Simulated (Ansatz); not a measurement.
Consider O-vacancy pair (O on one host N site, one N site vacant) in rock-salt TiN, neutral cell. The step: a nearby N atom hops onto the vacant site (O-vacancy distance between ideal sites 3.00 Å throughout); the atom moves 2.96 Å along (0.49, 0.49, 0.00) of the unit cell; the moving atom starts with neighbours Ti at 2.10, 3 Ti at 2.11, Ti at 2.12, Ti at 2.14 Å and ends with Ti at 2.10, 3 Ti at 2.11, Ti at 2.12, Ti at 2.14 Å. A PBE band in Ansatz (plane-wave PAW, a 2×2×2 k-point mesh shifted by half a step, 64 host sites, 93 SCF runs with any check of the saddle's order, static, no finite-size correction) gives a forward barrier of 2.98 eV. The saddle point's order was not checked. Forms of the defect that were not tried may lie lower.

Single points at the band's start and saddle point can refine it. Rough cost of one point, in units of the band's mean SCF on the same machine:

```json
[
 {"Level": "PBE, a 4×4×4 k-point mesh shifted by half a step", "Cost of one point": "about 7"},
 {"Level": "r2SCAN at 500 eV, a 2×2×2 k-point mesh shifted by half a step", "Cost of one point": "about 3"}
]
```

Q: Which of these move the barrier by more than 0.1 eV, and how far does each move it?

A: PBE, a 4×4×4 k-point mesh shifted by half a step: +0.06 eV; r2SCAN at 500 eV, a 2×2×2 k-point mesh shifted by half a step: +0.17 eV. Each functional is compared with PBE at the same k-points.

Ansatz is a program for electronic structure.
